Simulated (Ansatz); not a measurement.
Start from HgTe in the zinc blende structure (space group F-43m, No. 216; a = 6.5098 Å).

Calculations: PBEsol (Ansatz, a quantum-chemistry and plane-wave program), no spin-orbit coupling.

Strains are applied to the cell and any free atomic positions relax.

One change was made to it. Results:

```json
[
 {"quantity": "energy relative to the base (free energy F)", "base": "0 meV/atom", "after": "+4.3 meV/atom"},
 {"quantity": "band gap", "base": "zero", "after": "zero"},
 {"quantity": "pressure", "base": "0.0 GPa", "after": "1.4 GPa"}
]
```

### Question
What was done to the base?
A. isotropic strain −3.00 %
B. isotropic strain −1.00 %
C. isotropic strain −2.00 %
D. isotropic strain +2.50 %

### Answer
B, isotropic strain −1.00 %. For comparison, the energy relative to the base in the other runs: isotropic strain −2.00 % gives +18 meV/atom; isotropic strain +2.50 % gives +23 meV/atom; isotropic strain −3.00 % gives +42 meV/atom.

The mesh was chosen for an insulator and is coarse for the gapless case. Spin-orbit coupling, missing from the scalar runs, can matter with Hg and Te. Whether these cells are dynamically stable was not tested. All final runs are without spin polarisation. The zero or small gap of HgTe can change with the level of theory.
